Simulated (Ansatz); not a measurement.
# InAgTe₂ in the chalcopyrite structure (space group I-42d, No. 122)

```yaml
crystal:
  lattice:
    - [-3.17677, 3.17677, 6.31871]
    - [3.17677, -3.17677, 6.31871]
    - [3.17677, 3.17677, -6.31871]
  atoms:
    - { symbol: In, position: [0.50000, 0.50000, 0.00000] }
    - { symbol: In, position: [0.25000, 0.75000, 0.50000] }
    - { symbol: Te, position: [0.37500, 0.36482, 0.48982] }
    - { symbol: Te, position: [0.63518, 0.12500, 0.01018] }
    - { symbol: Te, position: [0.87500, 0.88518, 0.51018] }
    - { symbol: Te, position: [0.11482, 0.62500, 0.98982] }
    - { symbol: Ag, position: [0.00000, 0.00000, 0.00000] }
    - { symbol: Ag, position: [0.75000, 0.25000, 0.50000] }
```

All numbers come from Ansatz (a first-principles code), LDA, PAW, cutoff 420 eV, scalar-relativistic without spin-orbit coupling. k-mesh 7×7×7 (Γ-centred); smearing 0.05 eV (Fermi–Dirac).

* **Volume per atom**: 31.88 Å³
* **Density**: 6.22 g/cm³
* **Band gap**: zero
* **Lowest conduction-band minima above the VBM**: Γ 0.04 eV; X (0, 0, 1/2) 0.80 eV; M (1/2, 1/2, 1/2) 1.43 eV
* **Total energy**: -6642.633 eV/atom (σ→0; compares only within this code and set-up)

Spin-orbit coupling, missing from the scalar runs, can matter with Te. No phonon test of stability was made. All final runs are without spin polarisation. Gaps under 0.05 eV, about the width of the smearing, are given as zero. A zero or small gap of InAgTe2 can be the functional's error rather than a property of the material.
